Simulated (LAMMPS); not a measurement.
Melts of CdTe (zinc blende) cooled to 300 K at several rates.

Model: classical MD, pair style sw, file CdTe.sw, run in LAMMPS.

```csv
cooling rate (K/s),energy above the crystal,state,density,coordination number of Cd by Te,rough cost
1e+12,0.175 eV/atom,glass,5.52 g/cm³ (one sample),3.49 (counted to 3.58 Å),50 core-minutes
3e+12,0.190 eV/atom,glass,5.53 g/cm³ (one sample),3.48 (counted to 3.58 Å),12 core-minutes
1e+13,0.202 eV/atom,glass,5.53 g/cm³ (one sample),3.45 (counted to 3.58 Å),6 core-minutes
1e+14,0.230 eV/atom,glass,5.54 g/cm³ (one sample),3.33 (counted to 3.58 Å),3 core-minutes
```

Costs are rough and include melting and analysis.

Caution: the real compound melts congruently only under the pressure of its own vapour and loses its more volatile element when open.
